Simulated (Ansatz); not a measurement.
ZnS under load (space group Imm2), r2SCAN with spin-orbit coupling, rigid bands (Ansatz, a program for electronic structure). Condition of this run: uniaxial stress along [110] of -2 GPa (compression positive) (the target of the relaxation). Band gap 2.60 eV, N_c = 2.26e18 cm⁻³ and N_v = 2.50e19 cm⁻³ at 300 K, conductivity masses along y (a = (0.03, 2.72, 2.66) Å; b = (2.72, 0.03, 2.66) Å; c = (2.75, 2.75, 0.00) Å) of 0.203 mₑ (electrons) and 0.806 mₑ (holes). Take k_BT = 0.02585 eV.

A film of it is 8 nm thick, with its normal along the direction named. Estimate the confinement energies in an infinite well.

ħ²π²/(2m t²) = 0.376 eV·nm²/(m/mₑ × t²) gives 28.9 meV for electrons and 7.29 meV for holes, so the gap would widen to about 2.64 eV. Finite barriers and nonparabolic bands lower this, and with several valleys or bands the heaviest mass along the normal sets the lowest level, not this average.

Find the intrinsic carrier density and the intrinsic Fermi level.

n_i = √(N_c N_v) exp(−E_g/2k_BT) = 7.52e18 × exp(−50.29) = 1.1e-3 cm⁻³. The level lies (k_BT/2) ln(N_v/N_c) = 31 meV from mid-gap (positive towards the conduction band). Each 0.1 eV added to the gap lowers n_i by a factor of 6.9.

What thermal injection velocity √(2k_BT/πm) limits a ballistic channel along the direction named?

1.19e7 cm/s for electrons and 5.99e6 cm/s for holes, a ratio of √(m_h/m_e) = 1.99, for dilute carriers.

Rigid bands with the computed gap; masses take one relaxation time for all states.
